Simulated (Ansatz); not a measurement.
# Hypothetical diamond B: pressure series

Start from B in the diamond structure (space group Fd-3m, No. 227; a hypothetical phase, not in the database extracts checked).

```xyz
2
Lattice="0.0000 2.0259 2.0259 2.0259 0.0000 2.0259 2.0259 2.0259 0.0000" Properties=species:S:1:pos:R:3 pbc="T T T"
B      1.0130     1.0130     1.0130
B      0.0000     0.0000     0.0000
```

Cell and atoms are relaxed at each pressure.

Level of theory: DFT with PBE, PAW potentials and a 420 eV plane-wave cutoff in Ansatz (an electronic-structure program), no SOC.

Notes on the quantities. enthalpy: H = E + PV relative to the base's energy.

```json
[
 {"case": "base", "density": "2.16 g/cm³", "shortest interatomic distance": "1.754 Å", "enthalpy": "–"},
 {"case": "pressure −2 GPa", "density": "2.13 g/cm³", "shortest interatomic distance": "1.761 Å", "enthalpy": "-0.10 eV/atom"},
 {"case": "pressure −1 GPa", "density": "2.15 g/cm³", "shortest interatomic distance": "1.758 Å", "enthalpy": "-0.05 eV/atom"},
 {"case": "pressure 0.3 GPa", "density": "2.16 g/cm³", "shortest interatomic distance": "1.753 Å", "enthalpy": "+0.02 eV/atom"},
 {"case": "pressure 0.7 GPa", "density": "2.17 g/cm³", "shortest interatomic distance": "1.752 Å", "enthalpy": "+0.04 eV/atom"},
 {"case": "pressure 1.5 GPa", "density": "2.18 g/cm³", "shortest interatomic distance": "1.750 Å", "enthalpy": "+0.08 eV/atom"},
 {"case": "pressure 3 GPa", "density": "2.19 g/cm³", "shortest interatomic distance": "1.745 Å", "enthalpy": "+0.15 eV/atom"},
 {"case": "pressure 5 GPa", "density": "2.22 g/cm³", "shortest interatomic distance": "1.739 Å", "enthalpy": "+0.26 eV/atom"},
 {"case": "pressure 7.5 GPa", "density": "2.25 g/cm³", "shortest interatomic distance": "1.732 Å", "enthalpy": "+0.38 eV/atom"},
 {"case": "pressure 10 GPa", "density": "2.27 g/cm³", "shortest interatomic distance": "1.725 Å", "enthalpy": "+0.51 eV/atom"}
]
```

Load acts through the strain it causes; cell and atoms are relaxed under it. Whether these cells are dynamically stable was not tested. No other phases were tried under pressure.
